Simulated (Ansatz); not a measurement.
The starting structures come from a database of crystals and need not be the phases stable at ambient conditions.

Consider the following.

```
CELL_PARAMETERS angstrom
      6.41773     0.00000     0.00000
      2.30187     5.99071     0.00000
      2.80483     1.92703     7.78034
ATOMIC_POSITIONS crystal
  Ba 0.10085 0.89915 0.25000
  Ba 0.89915 0.10085 0.75000
  H  0.77391 0.40579 0.04533
  H  0.22609 0.59421 0.95467
  H  0.59421 0.22609 0.45467
  H  0.40579 0.77391 0.54533
  H  0.61465 0.24259 0.12797
  H  0.38535 0.75741 0.87203
  H  0.75741 0.38535 0.37203
  H  0.24259 0.61465 0.62797
  Br 0.68894 0.74308 0.15113
  Br 0.31106 0.25692 0.84887
  Br 0.25692 0.31106 0.34887
  Br 0.74308 0.68894 0.65113
  O  0.77008 0.24848 0.05731
  O  0.22992 0.75152 0.94269
  O  0.75152 0.22992 0.44269
  O  0.24848 0.77008 0.55731
```

Space group of this cell: C2/c. The cell is taken as given; by r2SCAN its mean pressure is -1.8 GPa.

Transport runs along the normal of the first two printed cell vectors.

The gap is the functional's own. No spin-orbit coupling. Mid-gap values are interpolated on the energy grid.

**Question.** Estimate the band gap and the smallest decay constant κ at mid-gap that r2SCAN (Ansatz, a first-principles code) returns for this system.

**Answer.** Gap 5.00 eV on a 6×6×4 mesh; κ = 0.347 1/Å, at the zone centre.
